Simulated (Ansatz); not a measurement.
An Ansatz (a first-principles code) run: C; DFT with PBEsol-D3(BJ), PAW potentials and a 420 eV plane-wave cutoff in Ansatz, spin-orbit coupling left out.

Input:

Ansatz 0.2 input:
```yaml
crystal:
  lattice:
    - [2.458278933, 0, 0]
    - [-1.2291394665, 2.1289320055, 0]
    - [0, 0, 6.563482343]
  atoms:
    - { symbol: C, position: [0, 0, 0.25] }
    - { symbol: C, position: [0, 0, 0.75] }
    - { symbol: C, position: [0.3333333333, 0.6666666667, 0.25] }
    - { symbol: C, position: [0.6666666667, 0.3333333333, 0.75] }
basis: { ecutwfc: 420, ecutrho_ratio: 4, xc_grid: 2, fft_grid_basis: typed }
kpoints: { mp_grid: { grid: [15, 15, 5] } }
hamiltonian:
  xc: pbesol
  dispersion: d3bj
  pseudopotentials: { kind: paw }
scf: { occupations: { method: fermi_dirac, width: 0.05 }, convergence: { dr2_threshold: 0.0000000004 } }
output: { forces: true, stress: true }
```

Output (explanatory and most iteration lines left out):

```
Pseudopotential: C, paw, valence charge 4
Crystal: 4 atoms, lattice volume = 34.350 Å³
Basis set: ecut = 420 eV, 651 PW (Γ), exchange–correlation on 36×36×90 points (8 copies of the dense FFT grid, shifted against one another)
Bands: 12, of which v1, the nominal top of the filled ones, is band 8 counted from 1 (7 counted from 0)
Symmetry: 24 space group operations
Space group: P63/mmc (ITA 194), of the structure as read, at distance tolerance 3.3e-5 Å
k-points: 81 of 1125
Functional: x = pbesol(κ = 0.804, μ = 0.12345679012345678), c = pbesol(β = 0.046)
SCF iter   1: F=—  HF=-987.194288 eV  |F-HF|=—  |Δ(HF+E_count)|=         —  Δρ=3.72e-3  dr2=3.52e-3  ethr=1.77e-3  ⟨swp⟩=5.6  Hψ=5188  notcnv=0
SCF iter   2: F=—  HF=-987.194642 eV  |F-HF|=—  |Δ(HF+E_count)|=   3.55e-4  Δρ=2.14e-3  dr2=1.40e-3  ethr=2.20e-5  ⟨swp⟩=2.0  Hψ=1966  notcnv=0
SCF 1 converged in 7 iterations: F = -987.194745 eV  dr2 = 5.77e-11
SCF converged after 7 iterations
Free energy (F): -987.194745 eV
Internal energy: -987.193501 eV  (E = F + TS)
E sigma→0 (E₀):  -987.194123 eV
Entropy (-TS):   -0.001244 eV (-0.311 meV/atom)
Fermi energy:    7.193238 eV
  E_disp       = -0.450757  (pairwise vdW)
--- Forces (eV/Å), atoms counted from 1 ---
  atom   1  C     -0.00000000    -0.00000000     0.00000000
  atom   2  C     -0.00000000     0.00000000     0.00000000
  atom   3  C      0.00000000    -0.00000000     0.00000000
  atom   4  C      0.00000000    -0.00000000     0.00000000
--- Stress (GPa, compression-positive) ---
        0.001962       0.000000       0.000000
        0.000000       0.001962       0.000000
        0.000000       0.000000       0.002697
  P = ⅓ Tr σ = 0.0022 GPa (0.022 kbar)
```

Whether these cells are dynamically stable was not tested. The cell is C in the graphite type structure (space group P6_3/mmc, No. 194; layered, stacked along the Cartesian z axis).
